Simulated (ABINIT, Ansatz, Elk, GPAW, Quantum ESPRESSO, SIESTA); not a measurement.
MnBr2 (P-3m1, 3 atoms in the cell) computed with different codes at matched settings

Self-consistent single point.

```xyz
3
Lattice="3.9094 0.0000 0.0000 -1.9547 3.3856 0.0000 0.0000 0.0000 6.5470" Properties=species:S:1:pos:R:3 pbc="T T T"
Mn     0.0000     0.0000     0.0000
Br     0.0000     2.2571     1.5197
Br     1.9547     1.1285     5.0272
```
Moments meant for the start (each program seeds them in its own way; μB, in the order of the atoms Mn Br Br): 4.0 0.0 0.0.

Shared settings, as Ansatz (a quantum-chemistry and plane-wave program) writes them: kpoints.mp_grid.grid = 3 3 2; scf.occupations.method = fermi_dirac; scf.occupations.width = 0.05 eV. Potentials and cutoffs stand in the table.

```
code                                                                                                                                      model  pressure (GPa)  largest force (eV/Å)  gap on the mesh (eV)  size of the net moment (μB/atom)       cutoff
----------------  -----------------------------------------------------------------------------------------------------------------------------  --------------  --------------------  --------------------  --------------------------------  -----------
GPAW                                                                                      PBEsol, GPAW PAW datasets PBEsol (made by gpaw-setup)           -2.08                 0.362                 1.606                              1.67       800 eV
SIESTA            GGA PBEsol, numerical atomic orbitals DZP, PseudoDojo PBEsol standard norm-conserving potentials (rewritten from UPF to PSML)           -4.68                 0.348                 2.050                              1.67  grid 300 Ry
ABINIT                                                           PBEsol, norm-conserving pseudopotentials (PseudoDojo nc-sr-04 PBEsol standard)           -2.23                 0.384                 1.714                              1.67        48 Ha
Quantum ESPRESSO                                                                           PBEsol, SSSP 1.1.2 efficiency (PBE) pseudopotentials           -2.28                 0.382                 1.659                              1.67        50 Ry
Elk                                           PBEsol, all-electron FP-LAPW, Elk's shipped species files, APW+lo basis with extra local orbitals               –                     –                 1.554                              1.67     rgkmax 8
Ansatz                                                                                                          PBEsol, PAW files made with PBE           -2.29                 0.389                     –                              1.67       420 eV
```

A dash marks a value that a program does not give, or that is left out as unsure.

No gap is tabulated for Ansatz: it is not read from that output, or partly filled or unconverged empty levels leave it unsure.

Gaps are read on the mesh.

On Ansatz's run: with one magnetic atom in the cell only a parallel order is possible.

The spread over the programs that give each value: pressure within 2.60 GPa; largest force within 0.041 eV/Å; gap on the mesh within 0.496 eV; size of the net moment within 0.00 μB/atom.

SIESTA uses small atom-centred bases, whose incompleteness enters pressures, forces and empty levels differently from a plane-wave cutoff. Elk treats all electrons, but the usual bases taken here (sphere radii, linearisation, local orbitals, empty states) were not tested for convergence, so the values are no reference for the others. Ansatz's pressure is given at a fixed set of plane waves, as the other plane-wave codes print theirs; with its correction for the finite basis it is -2.25 GPa. In the pressure, SIESTA (by 2.43) lies more than 1 GPa from the median of the plane-wave programs. In the gap, SIESTA (by 0.391) lies more than 0.12 eV from the median of the plane-wave programs.

On the base mesh (6 6 3) the same programs gave: Ansatz pressure -2.65 GPa; Quantum ESPRESSO pressure -2.65 GPa, gap on the mesh 1.603 eV; ABINIT pressure -2.59 GPa, gap on the mesh 1.658 eV; GPAW pressure -2.45 GPa, gap on the mesh 1.548 eV; Elk gap on the mesh 1.503 eV; SIESTA pressure -4.98 GPa, gap on the mesh 2.031 eV.

The values differ from the base mesh's, so the mesh still matters here: the table compares the programs at equal settings.

The starting cell comes from a database of computed structures (which also holds hypothetical and non-ambient phases and stackings), without a prior relaxation at this level. Its lattice was rescaled by a random factor within 2.5 % of one.

Left out of this page: CP2K (on another mesh); FLEUR (unsound by tests on forces, stress, charge or solver warnings).

Keys are those of Ansatz 0.2.
